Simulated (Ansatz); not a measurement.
**PtTe2 (space group P-3m1, No. 164; layered)**

```yaml
crystal:
  lattice:
    - [4.05233, 0.00000, 0.00000]
    - [-2.02616, 3.50942, 0.00000]
    - [0.00000, 0.00000, 5.09641]
  atoms:
    - { symbol: Te, position: [0.33333, 0.66667, 0.26693] }
    - { symbol: Te, position: [0.66667, 0.33333, 0.73307] }
    - { symbol: Pt, position: [0.00000, 0.00000, 0.00000] }
```

Level of theory: Ansatz (an electronic-structure program) PBE-D3(BJ), scalar-relativistic without spin-orbit coupling. Γ-centred 13×13×9 mesh, Fermi–Dirac width 0.05 eV.

- Volume per atom: 24.16 Å³
- Density: 10.32 g/cm³
- Band gap: zero
- Total energy: -8828.580 eV/atom (σ→0; compares only within this code and set-up)

Whether these cells are dynamically stable was not tested. All final runs are without spin polarisation.
